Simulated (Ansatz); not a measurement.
**Pt: pressure series**

Base system: Pt in the fcc (Cu type) structure (space group Fm-3m, No. 225; a = 3.970 Å).

Cell and atoms are relaxed at each pressure.

Level of theory: Ansatz (a quantum-chemistry and plane-wave program), PBE, PAW, cutoff 420 eV, spin-orbit coupling left out, earlier PAW set.

Notes on the quantities. enthalpy: H = E + PV relative to the base's energy.

```tsv
variant	density	enthalpy
base	20.71 g/cm³	–
pressure −2 GPa	20.54 g/cm³	-0.20 eV/atom
pressure −1 GPa	20.62 g/cm³	-0.10 eV/atom
pressure 3 GPa	20.95 g/cm³	+0.29 eV/atom
pressure 7 GPa	21.26 g/cm³	+0.67 eV/atom
pressure 15 GPa	21.82 g/cm³	+1.42 eV/atom
pressure 30 GPa	22.74 g/cm³	+2.78 eV/atom
pressure 50 GPa	23.79 g/cm³	+4.52 eV/atom
pressure 75 GPa	24.90 g/cm³	+6.60 eV/atom
pressure 100 GPa	25.86 g/cm³	+8.59 eV/atom
```

Load acts through the strain it causes; cell and atoms are relaxed under it. Whether these cells are dynamically stable was not tested. Competing high-pressure phases were not computed. All final runs are without spin polarisation.
